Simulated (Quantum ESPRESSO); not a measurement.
## Refining one setting for AlCo₃C (Pm-3m, 5 atoms in the cell)

```yaml
crystal:
  lattice:
    - [3.78583, 0.00000, 0.00000]
    - [0.00000, 3.78583, 0.00000]
    - [0.00000, 0.00000, 3.78583]
  atoms:
    - { symbol: Al, position: [0.00000, 0.00000, 0.00000] }
    - { symbol: Co, position: [0.00000, 0.50000, 0.50000] }
    - { symbol: Co, position: [0.50000, 0.00000, 0.50000] }
    - { symbol: Co, position: [0.50000, 0.50000, 0.00000] }
    - { symbol: C, position: [0.50000, 0.50000, 0.50000] }
```

Computed with LDA (PW92), PseudoDojo standard norm-conserving (LDA) pseudopotentials (plane waves; Quantum ESPRESSO).

The starting cell comes from a database of computed structures (which also holds hypothetical and non-ambient phases and stackings), without a prior relaxation at this level. Its lattice was rescaled by a random factor within 2.5 % of one. Spin polarisation is off. In the base run, with a pressure of about -24 GPa the cell is away from its equilibrium volume at this level.

Held fixed: occupations = smearing; smearing = marzari-vanderbilt; degauss = 0.0099958 Ry; potentials = {Al: Al.upf, Co: Co.upf, C: C.upf}; K_POINTS = automatic 6 6 6 0 0 0; conv_thr = 1e-10 Ry.

ΔF is the free energy per atom less that of the last row (200 Ry).

```
ecutwfc  ΔF (meV/atom)  pressure (GPa)  plane waves  iterations
-------  -------------  --------------  -----------  ----------
40 Ry          28274.4        -1257.72         1596          12
50 Ry           8469.7         -582.60         2272          10
60 Ry           1959.8         -215.19         2897          10
70 Ry            312.6          -68.39         3695          11
80 Ry             31.8          -30.48         4468          11
90 Ry              2.7          -24.49         5315          11
100 Ry            1.33          -24.08         6216          11
115 Ry            1.00          -24.08         7689          11
130 Ry            0.70          -24.08         9220          11
150 Ry            0.47          -24.08        11401          11
175 Ry            0.13          -24.08        14400          11
200 Ry            0.00          -24.07        17592          11
```

Pressure within 0.2 GPa of the last row: from ecutwfc = 100 Ry on; the one before it is off by 0.42 GPa. The value it settles on is -24.1 GPa at this level of theory and with the other settings as held.

Energy within 2 meV/atom of the last row: from ecutwfc = 100 Ry on; the one before it is off by 2.7 meV/atom.
